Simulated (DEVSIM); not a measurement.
System: Ni/La2O3/p-Si capacitor, at 250 K.

Layer 1 from the left is La2O3, thickness (nm) 2.70. Layer 2 from the left is Si, thickness (nm) 450, Na (cm⁻³) 1.6e18.

Metal gate on the left, work function 5.1 eV. Fixed charge at the semiconductor interface 0 cm⁻² (in units of +e); no interface traps.

The device is made up for the run: typed textbook-type constants, with dimensions and the other settings drawn at random. Values at 300 K; Nc and Nv go as T^1.5, mobilities as T to minus their exponent, the gap by Varshni's rule with the affinity fixed.

La2O3: gap (eV) 5.8, affinity (eV) 1.8, permittivity 27. Si: gap (eV) 1.124, affinity (eV) 4.05, permittivity 11.7, Nc (cm⁻³) 2.86e19, Nv (cm⁻³) 3.1e19, Varshni α (eV/K) 0.000473, Varshni β (K) 636.

**Question.** Estimate by hand the flat-band voltage, the threshold voltage, and compare with a numerical solution.

**Answer.** 
- Flat-band voltage: C = 8.85 μF/cm², work-function difference -0.028 V; VFB = φms − qNf/C = -0.03 V; numerical -0.03 V.
- Threshold voltage: φF = 0.511 V, depletion charge √(4εqNφF) = 7.37e-7 C/cm²; VT = VFB + 2φF + Qd/C = 1.08 V; numerical 1.08 V.

Simulated with DEVSIM: 1D Poisson equation in equilibrium, Boltzmann statistics, complete ionisation; no quantum confinement or tunnelling. Metal contacts follow the ideal Schottky-Mott rule: no Fermi-level pinning, no interface dipoles.
